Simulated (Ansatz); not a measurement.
An Ansatz (a first-principles code) input (r2SCAN (Ansatz, PAW, no SOC)):

Ansatz 0.2 input:
```yaml
crystal:
  lattice:
    - [3.6317997867, 0, 0]
    - [1.8158998934, 3.1452308767, 0]
    - [1.8158998934, -1.0484102922, 2.9248032984]
  atoms:
    - { symbol: Zr, position: [0, 0, 0] }
    - { symbol: O, position: [0.5, 0.25, 0.75] }
    - { symbol: O, position: [0.5, 0.75, 0.25] }
basis: { ecutwfc: 500, ecutrho_ratio: 4, xc_grid: 4, fft_grid_basis: typed }
kpoints: { mp_grid: { grid: [11, 11, 11] } }
hamiltonian:
  xc: r2scan
  dispersion: none
  pseudopotentials: { kind: paw }
scf: { occupations: { method: fermi_dirac, width: 0.05 } }
relax: { f_tol: 0.005, max_steps: 50, cell: { stress_tol: 0.01, fix: [a, b, gamma] } }
output: { forces: true, stress: true }
checkpoint: { write: state.ck, write_every: 1000 }
```

Problem. Which symmetry and how many k-points will the program report, and about how many plane waves at Γ?

Solution. Space group R-3m (ITA 166) with 12 operations, k-points 146 of 1331, and 869 plane waves at Γ.

Problem. And the final pressure?

Solution. -1.83 GPa (compression positive).

The cells carry an imposed strain or load. Whether these cells are dynamically stable was not tested. The cell was made from ZrO2 in the fluorite structure (space group Fm-3m, No. 225) by this change: biaxial strain +0.92 %, plane normal [111], relaxed out of plane. This is not the structure that ZrO2 has at room temperature and ambient pressure.
